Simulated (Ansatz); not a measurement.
Cost and result by functional for the surface energy of the (10-12) surface of hcp Be in its 1x1 cell, outermost plane spacing 0.88 Å in the ideal cut, in Ansatz (plane waves, PAW). Single points on the PBE structure, on one kind of machine; costs are rough ratios of the slab run's core time (references not counted) to the cheapest single point. r2SCAN's cost holds its higher cutoff (500 against 420 eV). Differences are taken against r2SCAN for comparison alone: no measured value is at hand, so the table doesn't rank accuracy.

Slab: 16 atoms, 10.1 Å thick at the start (thin: gaps and levels are the slab's own); k 16x7x1, smearing 0.1 eV, dipole-corrected; all atoms relaxed; held to the start's symmetry, so lower structures may exist; no spin, no spin-orbit, no U. These notes are the PBE run's.

```tsv
functional	relative cost	surface energy (J/m²)	less r2SCAN (J/m²)
LDA	1	2.56	0.22
PBEsol	1	2.46	0.11
RPBE	1	2.10	-0.24
r2SCAN	2	2.34	0.00
PBE (the relaxed run's value)	–	2.27	-0.08
```

The values span 0.46 J/m², while the single points' costs differ by a factor of roughly 2. Differences are of unrounded values.

Ansatz is a first-principles code.
